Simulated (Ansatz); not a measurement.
Response to strain in P

Start from P (space group R-3m, No. 166; a cell from a computed database, its experimental status unchecked; relaxed with 0.1 eV smearing).

```xyz
2
Lattice="1.7201 0.9931 2.9289 -1.7201 0.9931 2.9289 0.0000 -1.9862 2.9289" Properties=species:S:1:pos:R:3 pbc="T T T"
P      0.0000     0.0000     2.0549
P      0.0000     0.0000     6.7317
```

Cartesian axes are those of the cell as printed.

Strains are applied to the cell and any free atomic positions relax; under biaxial strain the out-of-plane vector relaxes too.

Level of theory: Kohn–Sham DFT with the PBEsol functional, run in Ansatz (a program for electronic structure) with PAW and 420 eV plane waves, without spin-orbit coupling.

Candidates:
(a) biaxial strain +2.01 %, plane normal [001], relaxed out of plane
(b) isotropic strain +2.19 %
(c) biaxial strain +0.91 %, plane normal [001], relaxed out of plane
(d) biaxial strain −1.10 %, plane normal [001], relaxed out of plane
(e) isotropic strain +1.30 %

Notes on the quantities. energy relative to the base: free energy F.

Problem. Order them by energy relative to the base, highest first.

Solution. (b) isotropic strain +2.19 % (+15 meV/atom), (a) biaxial strain +2.01 %, plane normal [001], relaxed out of plane (+8.8 meV/atom), (e) isotropic strain +1.30 % (+5.3 meV/atom), (d) biaxial strain −1.10 %, plane normal [001], relaxed out of plane (+2.6 meV/atom), (c) biaxial strain +0.91 %, plane normal [001], relaxed out of plane (+1.8 meV/atom)

Stability against distortions was not tested. This is not the structure that P has at room temperature and ambient pressure.
